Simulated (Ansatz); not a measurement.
The decay constant κ of evanescent states in the gap governs leakage through a thin film.

```
ZrO2
1.0
    3.52817     0.00000     0.00000
    0.00000     3.52817     0.00000
    0.00000     0.00000     5.22516
Zr O
2 4
Direct
  0.00000   0.00000   0.00000
  0.50000   0.50000   0.50000
  0.00000   0.50000   0.30177
  0.00000   0.50000   0.80177
  0.50000   0.00000   0.19823
  0.50000   0.00000   0.69823
```

Space group of this cell: P4_2/nmc. The cell is strained (lengths across the current scaled by 0.98, ions clamped); by r2SCAN its mean pressure is 11.3 GPa.

Transport runs along the normal of the first two printed cell vectors, the (001) (indices of the unstrained crystal) plane of the conventional cell.

The gap is the functional's own, uncorrected, and κ follows it; spin-orbit coupling is left out. Mid-gap values are interpolated between the computed energies.

Estimate the band gap and the smallest decay constant κ at mid-gap that r2SCAN (Ansatz, a quantum-chemistry and plane-wave program) returns for this system.

Gap 4.82 eV on a 8×8×6 mesh; κ = 0.405 1/Å, at the zone centre.
